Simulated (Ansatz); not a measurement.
## GaCuSe2 under a change: electrons 5.0×10^21 cm⁻³

Base system: GaCuSe$_{2}$ in the chalcopyrite structure (space group I-42d, No. 122; a = 5.6083 Å, c = 11.0975 Å).

Now apply this change: 0.873 electrons added to each cell, a density of 5.0×10^21 cm⁻³, with a uniform compensating background at fixed cell and a 300 K Fermi–Dirac width.

Computed with r2SCAN/PAW in Ansatz (a quantum-chemistry and plane-wave program), without spin-orbit coupling. k-mesh 12×12×12 (Γ-centred); smearing 0.0259 eV (Fermi–Dirac).

| quantity | base | changed | shift |
|---|---|---|---|
| gap between the host's bands | 0.57 eV | 0.42 eV | -0.15 eV |
| gap character | direct at Γ | direct at Γ | – |
| valley order (the lowest conduction-band minima on the path, energy above the VBM, named in the base's zone) | – | Γ 0.42 eV; X (0, 0, 1/2) 1.21 eV; M (1/2, 1/2, 1/2) 1.80 eV | – |
| Fermi level relative to the doped band's edge (positive inside the band; to 0.05 eV) | – | +1.30 eV | – |

Final structure:

```xyz
8
Lattice="-2.8041 2.8041 5.5488 2.8041 -2.8041 5.5488 2.8041 2.8041 -5.5488" Properties=species:S:1:pos:R:3 pbc="T T T"
Cu     0.0000     2.8041     2.7744
Cu     0.0000     0.0000     0.0000
Ga     2.8041     0.0000     2.7744
Ga     0.0000     0.0000     5.5488
Se     1.4021     1.3347    -1.3872
Se     1.4021     1.4695     4.1616
Se     1.4695    -1.4021     6.9359
Se     1.3347     4.2062     1.3872
```
Cell charge -0.872618.

Carriers are added with a uniform compensating background; total energy and stress of such cells depend on the potential's zero and are not compared; many-body gap narrowing is missing at this level. Whether these cells are dynamically stable was not tested. The final runs are not spin-polarised.
